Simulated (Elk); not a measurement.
## Worked example: self-consistent single point of TiPt₃ (Pm-3m, 4 atoms in the cell) in Elk

Method: PBE, all-electron FP-LAPW, Elk's shipped species files, APW+lo basis with extra local orbitals (Elk 10.2.4).

This input was run:

```
tasks
  0

xctype
  20

rgkmax
  8.0

gmaxvr
  14.0

nxlo
  2

lorbcnd
  .true.

rmtscf
  0.87

lmaxi
  3

stype
  0

swidth
  0.00999582

avec
    7.3206175931    0.0000000000    0.0000000000
    0.0000000000    7.3206175931    0.0000000000
    0.0000000000    0.0000000000    7.3206175931

sppath
  'species/'

atoms
  2   : nspecies
  'Ti.in'   : spfname
  1   : natoms; atposl, bfcmt below
  0.0000000000  0.0000000000  0.0000000000    0.0 0.0 0.0
  'Pt.in'   : spfname
  3   : natoms; atposl, bfcmt below
  0.5000000000  0.5000000000  0.0000000000    0.0 0.0 0.0
  0.0000000000  0.5000000000  0.5000000000    0.0 0.0 0.0
  0.5000000000  0.0000000000  0.5000000000    0.0 0.0 0.0

ngridk
  7 7 7
```

Output, abridged:

```
│ Elk code version 10.2.4 │

All units are atomic (Hartree, Bohr, etc.)

│ Ground-state run starting from atomic densities │

Lattice vectors :
   7.320617593       0.000000000       0.000000000
   0.000000000       7.320617593       0.000000000
   0.000000000       0.000000000       7.320617593

Unit cell volume      :    392.3224527
Brillouin zone volume :   0.6322610692

Muffin-tin inner radius fraction :   0.1000000000E-01

Nuclei treated as point charges

Species :    1 (Ti)
 parameters loaded from : Ti.in
 name : titanium
 nuclear charge    :   -22.00000000
 electronic charge :    22.00000000
 atomic mass :    87256.20310
 muffin-tin radius :    2.088000000
 number of radial points in muffin-tin :    497
 atomic positions (lattice), magnetic fields (Cartesian) :
   1 :   0.00000000  0.00000000  0.00000000    0.00000000  0.00000000  0.00000000

Species :    2 (Pt)
 parameters loaded from : Pt.in
 name : platinum
 nuclear charge    :   -78.00000000
 electronic charge :    78.00000000
 atomic mass :    355605.4398
 muffin-tin radius :    2.436000000
 number of radial points in muffin-tin :    697
 atomic positions (lattice), magnetic fields (Cartesian) :
   1 :   0.50000000  0.50000000  0.00000000    0.00000000  0.00000000  0.00000000
   2 :   0.00000000  0.50000000  0.50000000    0.00000000  0.00000000  0.00000000
   3 :   0.50000000  0.00000000  0.50000000    0.00000000  0.00000000  0.00000000

Total number of atoms per unit cell :    4

Spin treatment :
 spin-unpolarised

Number of Bravais lattice symmetries :   48
Number of crystal symmetries         :   48
Crystal has inversion symmetry
Real symmetric eigensolver will be used

k-point grid :      7     7     7
k-point offset :    0.000000000       0.000000000       0.000000000
k-point set is reduced with full crystal symmetry group
Total number of k-points :       20

Muffin-tin radius times maximum |G+k| :    8.000000000
 using average radius
   [... lines left out ...]
 potential will be trimmed for |G| > 2 gkmax
Constant for pseudocharge density :    9
Radial integration step length :    4

G-vector grid sizes :     35    35    35
Number of G-vectors :    18277

Maximum angular momentum used for
 APW functions                      :    8
 outer part of muffin-tin           :    6
 inner part of muffin-tin           :    3

Total nuclear charge    :   -256.0000000
Total core charge       :    154.0000000
Total valence charge    :    102.0000000
Total excess charge     :    0.000000000
Total electronic charge :    256.0000000

Effective Wigner radius, rₛ :   0.7152176055

Number of empty states         :   16
Total number of valence states :   67
Total number of core states    :  154

Conduction state local-orbitals added automatically
Total number of local-orbitals :  378

Exchange-correlation functional :     20     0     0
 Perdew-Burke-Ernzerhof, Phys. Rev. Lett. 77, 3865 (1996)
 gradient requirement :    1
 generalised gradient approximation (GGA)

Smearing type :    0
 Gaussian
Smearing width :   0.9995820000E-02
Effective electronic temperature (K) :    3156.430308

Mixing type :    3
 Broyden mixing, J. Phys. A: Math. Gen. 17, L317 (1984)

Kohn-Sham potential initialised from atomic data
│ Self-consistent loop started │
│ Loop number : 1 │
 total energy                :     -56140.2595107
│ Loop number : 2 │
 total energy                :     -56147.1569894
RMS change in Kohn-Sham potential (target) :   0.3791928652     (  0.1000000000E-05)
Absolute change in total energy (target)   :    6.897478725     (  0.1000000000E-03)
│ Loop number : 3 │
 total energy                :     -56146.2724952
RMS change in Kohn-Sham potential (target) :   0.4006222325     (  0.1000000000E-05)
Absolute change in total energy (target)   :   0.8398755165     (  0.1000000000E-03)
│ Loop number : 4 │
 total energy                :     -56154.9328803
RMS change in Kohn-Sham potential (target) :   0.3443617569     (  0.1000000000E-05)
Absolute change in total energy (target)   :    8.870353915     (  0.1000000000E-03)
│ Loop number : 5 │
 total energy                :     -56161.8012874
RMS change in Kohn-Sham potential (target) :   0.2901948138     (  0.1000000000E-05)
Absolute change in total energy (target)   :    9.085995595     (  0.1000000000E-03)
   [... lines left out ...]
Absolute change in total energy (target)   :   0.5177761763E-02 (  0.1000000000E-03)
│ Loop number : 16 │
 total energy                :     -56194.5149022
RMS change in Kohn-Sham potential (target) :   0.1128355609E-05 (  0.1000000000E-05)
Absolute change in total energy (target)   :   0.9835832607E-03 (  0.1000000000E-03)
│ Loop number : 17 │
 total energy                :     -56194.5148014
RMS change in Kohn-Sham potential (target) :   0.8272294122E-06 (  0.1000000000E-05)
Absolute change in total energy (target)   :   0.3467554998E-03 (  0.1000000000E-03)
│ Loop number : 18 │
 total energy                :     -56194.5147134
RMS change in Kohn-Sham potential (target) :   0.3154617552E-06 (  0.1000000000E-05)
Absolute change in total energy (target)   :   0.1746570779E-03 (  0.1000000000E-03)
│ Loop number : 19 │
 total energy                :     -56194.5146958
RMS change in Kohn-Sham potential (target) :   0.1787379857E-06 (  0.1000000000E-05)
Absolute change in total energy (target)   :   0.6128920359E-04 (  0.1000000000E-03)
Convergence targets achieved

│ Loop number : 20 │

Energies :
 Fermi                       :     0.499705093350
 sum of eigenvalues          :     -34466.1677685
 electron kinetic            :      64191.2801026
 core electron kinetic       :      61650.7003585
 Coulomb                     :     -119271.127497
 Coulomb potential           :     -97199.6676059
 nuclear-nuclear             :     -4391.48208485
 electron-nuclear            :     -132559.623218
 Hartree                     :      17679.9778061
 Madelung                    :     -70671.2936939
 xc potential                :     -1457.78026520
 exchange                    :     -1099.36759765
 correlation                 :     -15.2996769008
 total energy                :     -56194.5146688

Density of states at Fermi energy :    47.37701725
 (states/Hartree/unit cell)

Estimated indirect band gap :   0.5811859275E-02
 from k-point      4 to k-point      1
Estimated direct band gap   :   0.5843340864E-02
 at k-point      4

Charges :
 core                        :    154.0000000
 valence                     :    102.0000000
 interstitial                :    7.122303383
 muffin-tins (core leakage)
  species :    1 (Ti)
   atom    1                 :    19.66673473     (  0.2023790557E-07)
  species :    2 (Pt)
   atom    1                 :    76.40365396     (  0.1057643397E-02)
   atom    2                 :    76.40365396     (  0.1057643397E-02)
   atom    3                 :    76.40365396     (  0.1057643397E-02)
 total in muffin-tins        :    248.8776966
 total calculated charge     :    255.9917607
 total charge                :    256.0000000
 error                       :   0.8239271274E-02

│ Self-consistent loop stopped │
```

The run converged in 20 iterations. The count includes the last loop, which Elk runs after its targets are met.

The starting cell comes from a database of computed structures (which also holds hypothetical and non-ambient phases and stackings), without a prior relaxation at this level. Its lattice was rescaled by a random factor within 2.5 % of one. Spin-orbit coupling is off. Spin polarisation is off. Values depend on the basis (sphere radii, cutoffs, local orbitals), which need not be converged. The log's line on a gap gives a spacing of levels on this mesh, which the program prints for metals too.

Cost on one core of a shared machine: roughly 70 s.
